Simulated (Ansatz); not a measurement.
## Equilibrium lattice constant a of MoSe₂ (P6₃/mmc, No. 194; start mp-1018807) at several levels of theory

No measured value is used here.

### Question
Put these levels in order of the equilibrium lattice constant a that they give for MoSe₂ (P6₃/mmc, No. 194; start mp-1018807), smallest first: LDA (Ansatz, a quantum-chemistry and plane-wave program), PBE (Ansatz), PBE-D4 (Ansatz).

### Answer
LDA (3.254 Å), PBE-D4 (3.288 Å), PBE (3.320 Å)

LDA, PBE, PBE-D4: the relaxation could not lower the start's symmetry, so the cell can be a saddle point above a distorted one. Ansatz's density-functional and Hartree–Fock values are scalar-relativistic unless marked +SOC, with PAW data made under PBE.

A start named mp-… is a Materials Project structure, which can be a computed phase never made.
